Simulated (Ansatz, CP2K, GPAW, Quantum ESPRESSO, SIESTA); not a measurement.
# Code comparison for ZrTiNi2 (Amm2, 4 atoms in the cell)

Self-consistent single point, at a second geometry (lattice scaled by 0.98). First geometry:

```
ZrTiNi2
1.0
    4.10030     0.00000     0.00000
    0.00000     1.56349     4.86712
    0.00000    -1.56349     4.86712
Zr Ti Ni
1 1 2
Direct
  0.50000   0.14441   0.14441
  0.00000   0.86202   0.86202
  0.00000   0.57909   0.57909
  0.50000   0.41447   0.41447
```

Shared settings, as Ansatz (a program for electronic structure) writes them: kpoints.mp_grid.grid = 6 8 8; scf.occupations.method = gaussian; scf.occupations.width = 0.1 eV. Potentials and cutoffs stand in the table.

```csv
code,model,ΔF from the first geometry (meV/atom),pressure (GPa),largest force (eV/Å),cutoff
CP2K,"PBEsol, GPW, DZVP-MOLOPT-SR-GTH basis, GTH-PBE potentials (GTH_POTENTIALS)",-20.2,1.31,0.050,grid 600 Ry
Ansatz,"PBEsol, PAW files made with PBE",-21.1,0.96,0.062,default
Quantum ESPRESSO,"PBEsol, SSSP 1.1.2 efficiency (PBE) pseudopotentials",-21.4,0.87,0.061,50 Ry
GPAW,"PBEsol, GPAW PAW datasets PBEsol (made by gpaw-setup)",-18.1,1.55,0.031,850 eV
SIESTA,"GGA PBEsol, numerical atomic orbitals TZP, PseudoDojo PBEsol standard norm-conserving potentials (rewritten from UPF to PSML)",-45.9,-3.61,0.142,grid 400 Ry
```

Size of the force on each atom (eV/Å): Sizes of forces hide their directions.

```
code                Zr1    Ti2    Ni3    Ni4
----------------  -----  -----  -----  -----
CP2K              0.031  0.050  0.009  0.021
Ansatz            0.036  0.062  0.011  0.015
Quantum ESPRESSO  0.037  0.061  0.009  0.016
GPAW              0.030  0.027  0.031  0.028
SIESTA            0.142  0.081  0.118  0.088
```

On Ansatz's run: spin polarisation is off.

The spread over the programs that give each value: ΔF from the first geometry within 27.8 meV/atom; pressure within 5.16 GPa; largest force within 0.111 eV/Å.

CP2K and SIESTA use small atom-centred bases, whose incompleteness enters pressures, forces and empty levels differently from a plane-wave cutoff. Ansatz's pressure is given at a fixed set of plane waves, as the other plane-wave codes print theirs; with its correction for the finite basis it is 1.00 GPa. In the pressure, SIESTA (by 4.57) lies more than 1 GPa from the median of the plane-wave programs. In the force vectors, SIESTA (by 0.178) lies more than 0.08 eV/Å from the median of the plane-wave programs.

The starting cell comes from a database of computed structures (which also holds hypothetical and non-ambient phases and stackings), without a prior relaxation at this level. Its lattice was rescaled by a random factor within 2.5 % of one. For this run, on top of that: lattice scaled by 0.98.

Keys are those of Ansatz 0.2.
